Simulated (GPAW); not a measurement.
**Pressure against volume in Cu3Au-type Al3Sc (space group 221) (GPAW, PBE)**

```
CELL_PARAMETERS angstrom
      4.02710     0.00000     0.00000
      0.00000     4.02710     0.00000
      0.00000     0.00000     4.02710
ATOMIC_POSITIONS crystal
  Sc 0.00000 0.00000 0.00000
  Al 0.00000 0.50000 0.50000
  Al 0.50000 0.00000 0.50000
  Al 0.50000 0.50000 0.00000
```

Method: PBE, GPAW PAW datasets PBE (gpaw-data 1.0.1) (plane waves; GPAW). Settings: mode = pw; ecut = 780 eV; xc = PBE; kpts = 14 14 14; mesh shift (steps) = 0 0 0; occupations.name = fermi-dirac; occupations.width = 0.05 eV; nbands = -12; convergence.density = 1e-05 e/electron; convergence.energy = 1e-05 eV/electron; symmetry.symmorphic = false; symmetry.tolerance = 0.0005; maxiter = 100. The cell above is the first row's. The rows scale it uniformly. In all rows fractional positions and the k mesh are held.

| V (Å^3/atom) | P (GPa) |
|---|---|
| 16.327 | ? |
| 16.682 | 3.46 |
| 17.037 | 1.41 |
| 17.392 | -0.42 |
| 17.747 | -2.07 |
| 18.102 | -3.55 |
| 18.457 | -4.88 |
| 18.812 | -6.08 |
| 19.167 | -7.15 |

Task: Using a cubic, estimate the missing P at V = 16.327 from the other rows, showing the fit.

Result: With u = V - 17.9, the rows have u = -1.2180, -0.8630, -0.5080, -0.1530, 0.2020, 0.5570, 0.9120, 1.2670. Least squares gives P = -2.729 - 4.1998·u + 0.6424·u² - 0.0655·u³. Residuals (row less fit): 0.002, -0.006, 0.001, 0.001, 0.002, 0.000, -0.005, 0.002; standard error 0.004 (degrees of freedom: 4). The fitted pressure is zero at V0 = 17.31, where dP/dV = -5.030, so B0 = -V0·dP/dV = 87.1 GPa. At the withheld row, u = -1.5730, so P = -2.729 - 4.1998 × (-1.5730) + 0.6424 × (-1.5730)² - 0.0655 × (-1.5730)³ = 5.722 GPa. The calculation gives 5.73 GPa, 0.008 GPa above the prediction (0.1 % of the range of P in the table). The row lies outside the fitted rows, so this is an extrapolation. From the scatter of the fitted rows alone, a prediction at this place has a standard error of 0.012 GPa, so the miss is 0.7 times that.

Carrying the step between the two nearest rows on in a straight line would have given 5.51, off by 0.22; series whose last step already gives the withheld value aren't shown. The scan was laid around a cell of about the measured size, scaled by a guess for this functional. The runs keep the symmetry of the cell, so they don't test it for distortions. Cutoffs and mesh are single choices, not tested for convergence of this quantity. Series with a scatter that would blur these digits, or in which a gap closes, are not shown.
